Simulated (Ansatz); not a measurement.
Rock-salt LuN, treated with rVV10 in Ansatz (PAW).

Run with plane-wave cutoff 520 eV, 20×20×20 k mesh, Fermi–Dirac smearing 0.05 eV, scalar-relativistic PAW data made under PBE.

Pressure at four volumes; x = ln(V/13.685 Å³). One pressure is withheld.

```tsv
V (Å³/atom)	x	P (GPa)
12.864	-0.0619	?
13.138	-0.0408	7.60
13.685	0.0000	0.01
14.507	0.0583	-8.85
```

Task: Pass a parabola P(x) through the three rows shown, estimate the bulk modulus and its pressure derivative near zero pressure, and predict the withheld pressure.

Result: Slopes between the rows: (0.01 − (7.60))/(0.0000 − (-0.0408)) = -186.03 and (-8.85 − (0.01))/(0.0583 − (0.0000)) = -151.97 GPa. Their difference over the span 0.0991 is c = 34.06/0.0991 = 343.7 GPa, so P(x) = 7.60 + (-186.03)(x − (-0.0408)) + 343.7 (x − (-0.0408))(x − (0.0000)). At the middle row B = −dP/dx = −[-186.03 + 343.7 × 0.0408] = 172.0 GPa, and B′ = dB/dP = 2c/B = 4.0. At x = -0.0619 the parabola gives 11.97 GPa; the run gives 12.02 GPa. The Birch–Murnaghan fit to the energies at all volumes has B0 = 171 GPa and B′ = 4.1.

Spin–orbit coupling is not included; it can open a gap where bands touch, and shift volumes and moduli.

Ansatz is a quantum-chemistry and plane-wave program.
